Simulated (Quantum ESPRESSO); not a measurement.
Density of states of LiMg2 (C2/m, 3 atoms in the cell).

```yaml
crystal:
  lattice:
    - [5.44865, -1.73279, 0.00000]
    - [5.44865, 1.73279, 0.00000]
    - [-1.10171, 0.00000, 3.29753]
  atoms:
    - { symbol: Li, position: [0.50000, 0.50000, 0.50000] }
    - { symbol: Mg, position: [0.84132, 0.84132, 0.84114] }
    - { symbol: Mg, position: [0.15868, 0.15868, 0.15886] }
```

Method: LDA (PZ), GBRV 1.5 ultrasoft (LDA) pseudopotentials (plane waves; Quantum ESPRESSO).

SCF settings: ecutwfc = 40 Ry; ecutrho = 200 Ry; occupations = smearing; smearing = marzari-vanderbilt; degauss = 0.0147 Ry; potentials = {Li: li_lda_v1.4.uspp.F.UPF, Mg: mg_lda_v1.4.uspp.F.UPF}; K_POINTS = automatic 8 8 8 0 0 0; conv_thr = 1e-10 Ry; mixing_beta = 0.3. Keys of the DOS step: nscf.calculation = nscf; nscf.verbosity = high; nscf.occupations = tetrahedra_opt; nscf.nbnd = 19; nscf.startingwfc = random; nscf.diago_thr_init = 1e-06; nscf.diagonalization = cg; nscf.K_POINTS = automatic 16 16 16 0 0 0; dos.x.fildos = dos.dat; dos.x.Emin = -15 eV; dos.x.Emax = 30 eV; dos.x.DeltaE = 0.1 eV.

The starting cell comes from a database of computed structures (which also holds hypothetical and non-ambient phases and stackings), without a prior relaxation at this level. Its lattice was rescaled by a random factor within 2.5 % of one.

Total DOS (both spins), as means of the tabulated values in each energy bin; the zero is the program's Fermi level or highest filled level, and the curve is cut to this window:

```
E (eV) | states/eV/cell
    -7.75 |  0.00
    -7.25 |  0.00
    -6.75 |  0.00
    -6.25 | # 0.04
    -5.75 | ####### 0.33
    -5.25 | ########### 0.53
    -4.75 | ########### 0.54
    -4.25 | ############ 0.55
    -3.75 | ############### 0.72
    -3.25 | ################### 0.89
    -2.75 | ################## 0.86
    -2.25 | #################### 0.94
    -1.75 | #################### 0.93
    -1.25 | ######################### 1.16
    -0.75 | ############################# 1.37
    -0.25 | ######################## 1.13
     0.25 | ################### 0.88
     0.75 | ###################### 1.04
     1.25 | ############################# 1.35
     1.75 | ############################## 1.41
     2.25 | ############################## 1.42
     2.75 | ############################ 1.33
```

Around zero the curve holds about 1.0 states/eV/cell.
